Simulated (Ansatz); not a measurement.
## A computed series for LuAlO3: element substitutions

Consider LuAlO3 (space group P6_3/mmc, No. 194; a = 3.3661 Å, c = 11.4733 Å; a cell from a computed database, its experimental status unchecked).

Each row replaces one element on all its sites; cell and atoms are relaxed.

Method: PBEsol, PAW, 420 eV (Ansatz, a first-principles code; without spin-orbit coupling).

```csv
case,c/a ratio,band gap,volume per atom
base,3.409,3.41 eV,11.26 Å³
Al → Ga,3.397,2.35 eV,11.87 Å³
Al → P,3.169,0.73 eV,12.28 Å³
Al → Si,3.142,zero,11.52 Å³
```

Whether these cells are dynamically stable was not tested. As relaxed here, LuPO3 and LuSiO3 are hypothetical phases, not in the database extracts checked. For LuGaO3 in this form, whether it has been made was not checked. All final runs are without spin polarisation.
